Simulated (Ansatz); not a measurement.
Start from Mo in the bcc (W type) structure (space group Im-3m, No. 229; a = 3.130 Å).

Structures relaxed with PBEsol/PAW in Ansatz (a first-principles code), no spin-orbit coupling.

Base:

Simulated powder pattern, Co Kα, λ = 1.79026 Å (kinematic, ideal powder, no thermal factors, no anomalous dispersion; the 10 strongest lines at most, above 2 %, up to 2θ = 90°):

```json
[
 {"2θ (°)": "47.72", "I/Imax (%)": "100", "hkl": "(110)"},
 {"2θ (°)": "69.79", "I/Imax (%)": "16", "hkl": "(200)"},
 {"2θ (°)": "88.95", "I/Imax (%)": "36", "hkl": "(211)"}
]
```

Modification: an isotropic linear strain of +3.31 %; the atoms relax in the strained cell.

After the change:

Simulated powder pattern, Co Kα, λ = 1.79026 Å (kinematic, ideal powder, no thermal factors, no anomalous dispersion; the 10 strongest lines at most, above 2 %, up to 2θ = 90°):

| 2θ (°) | I/Imax (%) | hkl |
|---|---|---|
| 46.10 | 100 | (110) |
| 67.25 | 16 | (200) |
| 85.40 | 35 | (211) |

The indices refer to the base's conventional cell; one index is shown for lines that coincide.

Whether these cells are dynamically stable was not tested. The final runs are not spin-polarised.
